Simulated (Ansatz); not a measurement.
C (R-3m, No. 166, 4 atoms in the cell; start mp-569304; another form than the element's usual one), treated with PBEsol in Ansatz (PAW).

Numerical settings: plane-wave cutoff 520 eV, 16×16×16 k mesh, Fermi–Dirac smearing 0.01 eV, scalar-relativistic PAW data made under PBE.

Computed at the level's own relaxed cell.

```
CELL_PARAMETERS angstrom
      1.22932     0.70975    11.12155
     -1.22932     0.70975    11.12155
      0.00000    -1.41949    11.12155
ATOMIC_POSITIONS crystal
  C  0.94504 0.94504 0.94504
  C  0.05496 0.05496 0.05496
  C  0.27837 0.27837 0.27837
  C  0.72163 0.72163 0.72163
```

Task: List the 10 lowest band energies at Γ above −25 eV (eV, relative to the valence band maximum), grouping those that round alike.

Result: At Γ: -19.58, -19.50, -8.01, -7.39, -2.99 (×2), -2.98 (×2), 3.09, 5.24.

A start named mp-… is a Materials Project structure, which need not be a measured phase.

Ansatz is a program for electronic structure.
